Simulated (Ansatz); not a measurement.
The parent structure is ZnO in the wurtzite structure (space group P6_3mc, No. 186).

```xyz
4
Lattice="3.1869 0.0000 0.0000 -1.5935 2.7600 0.0000 0.0000 0.0000 5.1526" Properties=species:S:1:pos:R:3 pbc="T T T"
Zn     0.0000     1.8400     0.0092
Zn     1.5935     0.9200     2.5855
O      0.0000     1.8400     1.9590
O      1.5935     0.9200     4.5353
```

Cartesian axes are those of the cell as printed.

Calculations: LDA (Ansatz, a program for electronic structure), no spin-orbit coupling.

For the base:

The valence-band top at Γ comes out as 0.00, 0.00, -0.11 eV, the band gap comes out as 0.80 eV and the gap character comes out as direct at Γ. The shortest interatomic distance is 1.944 Å.

Perturbation: uniaxial strain ε_zz = −1.20 %, all other strain components held at zero, atoms relaxed at fixed cell.

### Question
What happens to the valence-band top at Γ, energy relative to the base, band gap, gap character and shortest interatomic distance?

### Answer
The valence-band top at Γ (three highest levels, from the VBM) remains 0.00, 0.00, -0.11 eV; the energy goes up by 1.2 meV/atom; the band gap increases by 0.03 eV to 0.83 eV; the gap character is still direct at Γ; the shortest interatomic distance falls by 0.008 Å to 1.936 Å.

Whether these cells are dynamically stable was not tested.
